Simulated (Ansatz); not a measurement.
Consider the following.

```xyz
2
Lattice="0.0000 2.7865 2.7865 2.7865 0.0000 2.7865 2.7865 2.7865 0.0000" Properties=species:S:1:pos:R:3 pbc="T T T"
As     4.1798     4.1798     4.1798
Al     0.0000     0.0000     0.0000
```

A single point on AlAs with a change (isotropic strain −1.79 %), its geometry relaxed with PBEsol.

Method: Ansatz (a quantum-chemistry and plane-wave program) HSE06, noncollinear with spin-orbit coupling. Settings: 6×6×6 k-points, 0.01 eV Fermi–Dirac smearing.

What is the computed band gap?

1.89 eV.

What valence-band top at Γ (three highest Kramers pairs, from the VBM) does the calculation give?

0.00, 0.00, -0.33 eV.

Single points use the geometry relaxed with PBEsol. HSE06 gaps are upper bounds (no full band path). Whether these cells are dynamically stable was not tested. The cell was made from AlAs in the zinc blende structure (space group F-43m, No. 216) by this change: isotropic strain −1.79 %.
